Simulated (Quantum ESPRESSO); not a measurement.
Quantum ESPRESSO run on CO₂ (Cmce, 6 atoms in the cell): self-consistent single point.

Method of the run: PBEsol, GBRV 1.5 ultrasoft (PBESOL) pseudopotentials (plane waves; Quantum ESPRESSO 7.5).

```
CO2
1.0
    2.63591     2.38738     0.00000
   -2.63591     2.38738     0.00000
    0.00000     0.00000     6.58717
C O
2 4
Direct
  0.00000   0.00000   0.00000
  0.50000   0.50000   0.50000
  0.19349   0.19349   0.10816
  0.80651   0.80651   0.89184
  0.30651   0.30651   0.60816
  0.69349   0.69349   0.39184
```

Reference input (self-consistent single point, DFT, PBEsol, plane waves, GBRV 1.5 ultrasoft (PBESOL) pseudopotentials): ecutwfc = 40 Ry; ecutrho = 200 Ry; occupations = smearing; smearing = fd; degauss = 0.00147 Ry; potentials = {C: c_pbesol_v1.2.uspp.F.UPF, O: o_pbesol_v1.2.uspp.F.UPF}; K_POINTS = automatic 8 8 4 1 1 1; conv_thr = 1e-10 Ry. This run's input differs from it in these lines:

```diff
@@ -35,3 +35,3 @@
 K_POINTS {automatic}
-8 8 4  1 1 1
+10 10 6  1 1 1
```

The program printed (abridged):

```
     Self-consistent Calculation

     iteration #  1     ecut=    40.00 Ry     beta= 0.70

     total energy              =    -151.56451748 Ry
     estimated scf accuracy    <       0.73760271 Ry

     iteration #  2     ecut=    40.00 Ry     beta= 0.70

     total energy              =    -151.70565522 Ry
     estimated scf accuracy    <       0.73978627 Ry

     iteration #  3     ecut=    40.00 Ry     beta= 0.70

     total energy              =    -151.84755389 Ry
     estimated scf accuracy    <       0.00615489 Ry

   [... 5 blocks of this kind left out ...]

     iteration #  9     ecut=    40.00 Ry     beta= 0.70

     total energy              =    -151.85098579 Ry
     estimated scf accuracy    <          1.4E-10 Ry

     iteration # 10     ecut=    40.00 Ry     beta= 0.70
     End of self-consistent calculation

     the Fermi energy is     0.1861 ev

!    total energy              =    -151.85098579 Ry
     estimated scf accuracy    <          6.3E-12 Ry
     smearing contrib. (-TS)   =       0.00000000 Ry
     internal energy E=F+TS    =    -151.85098579 Ry

     convergence has been achieved in  10 iterations

     Forces acting on atoms (cartesian axes, Ry/au):

     atom    1 type  1   force =     0.00000000    0.00000000   -0.00000000
     atom    2 type  1   force =     0.00000000    0.00000000   -0.00000000
     atom    3 type  2   force =    -0.00000000    0.00642952    0.00452344
     atom    4 type  2   force =    -0.00000000   -0.00642952   -0.00452344
     atom    5 type  2   force =     0.00000000   -0.00642952    0.00452344
     atom    6 type  2   force =    -0.00000000    0.00642952   -0.00452344

     Total force =     0.015723     Total SCF correction =     0.000009

          total   stress  (Ry/bohr**3)                   (kbar)     P=       15.87
   0.00007290  -0.00000000   0.00000000           10.72       -0.00        0.00
  -0.00000000   0.00014707   0.00000000           -0.00       21.63        0.00
   0.00000000   0.00000000   0.00010362            0.00        0.00       15.24

   JOB DONE.
```

The run converged in 10 iterations. Against the reference run the free energy hardly moves (within 1 meV/atom), the pressure stays at 1.59 GPa, the largest force stays at 0.202 eV/Å and the gap on the mesh goes from 6.779 to 6.686 eV.

The starting cell comes from a database of computed structures (which also holds hypothetical and non-ambient phases and stackings), without a prior relaxation at this level. The shifted mesh does not hold Γ, so a gap read on it misses any band edge there.

Cost on one core of a shared machine: roughly 40 s.
